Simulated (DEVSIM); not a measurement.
Device: Ti/SiON/p-Si capacitor, at 300 K.

| layer (left to right) | material | thickness (nm) | Na (cm⁻³) |
|---|---|---|---|
| 1 | SiON | 3.60 | - |
| 2 | Si | 9600 | 3.6e15 |

Metal gate on the left, work function 4.33 eV. Fixed charge at the semiconductor interface 7.2e11 cm⁻² (in units of +e); no interface traps.

The device is made up for the run: typed textbook-type constants, with dimensions and the other settings drawn at random. Values at 300 K; Nc and Nv go as T^1.5, mobilities as T to minus their exponent, the gap by Varshni's rule with the affinity fixed.

```
parameter         SiON        Si
----------------  ----  --------
gap (eV)             7     1.124
affinity (eV)      1.4      4.05
permittivity       5.5      11.7
Nc (cm⁻³)            -   2.86e19
Nv (cm⁻³)            -    3.1e19
Varshni α (eV/K)     -  0.000473
Varshni β (K)        -       636
```

Model (solved in DEVSIM): 1D Poisson equation in equilibrium, Boltzmann statistics, complete ionisation; no quantum confinement or tunnelling. Metal contacts follow the ideal Schottky-Mott rule: no Fermi-level pinning, no interface dipoles.

The temperature was swept, all else fixed.

```csv
temperature (K),flat-band voltage (V),threshold voltage (band bending 2φF) (V),minimum of the low-frequency capacitance (μF/cm²)
250,-0.75,0.03,0.0218
300,-0.69,-0.02,0.0239
350,-0.64,-0.06,0.0274
400,-0.57,-0.11,0.0320
450,-0.51,-0.16,0.0424
500,-0.45,-0.21,0.0568
```

From the first row to the last the flat-band voltage goes from -0.75 to -0.45. From the first row to the last the threshold voltage (band bending 2φF) goes from 0.03 to -0.21.
